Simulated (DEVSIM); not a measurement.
Device: abrupt GaAs n-p junction, at 250 K.

Layer 1 from the left is GaAs, thickness (μm) 0.370, Nd (cm⁻³) 2.9e15, τn (s) 1e-9, τp (s) 1e-9. Layer 2 from the left is GaAs, thickness (μm) 36.0, Na (cm⁻³) 3.6e14, τn (s) 1e-9, τp (s) 1e-9.

Left contact: ohmic. Right contact: ohmic. Voltage is applied to the left contact. Recombination: SRH at mid-gap, radiative. Mobility is μmin + (μ − μmin)/(1 + (N/Nref)^α).

This is a model device: material constants are rounded textbook-type values typed into the input, and sizes, dopings and lifetimes were drawn at random. Values at 300 K; Nc and Nv go as T^1.5, mobilities as T to minus their exponent, the gap by Varshni's rule with the affinity fixed.

GaAs: gap (eV) 1.424, affinity (eV) 4.07, permittivity 12.9, Nc (cm⁻³) 4.7e17, Nv (cm⁻³) 9e18, μn (cm²/Vs) 8500, μp (cm²/Vs) 400, μn,min 500, μp,min 20, Nref,n 6e16, Nref,p 1.5e17, αn 0.39, αp 0.38, T exponent of μn 2.1, T exponent of μp 2.2, B (cm³/s) 2e-10, Varshni α (eV/K) 0.000541, Varshni β (K) 204.

DEVSIM, 1D drift-diffusion, Boltzmann statistics, complete ionisation; no tunnelling, impact ionisation, image-force lowering or self-heating.

### Question
What does the simulation give for the largest field in the device at zero bias, the potential step across the device at zero bias?

### Answer
largest field in the device at zero bias 9900 V/cm; potential step across the device at zero bias 1.130 V.
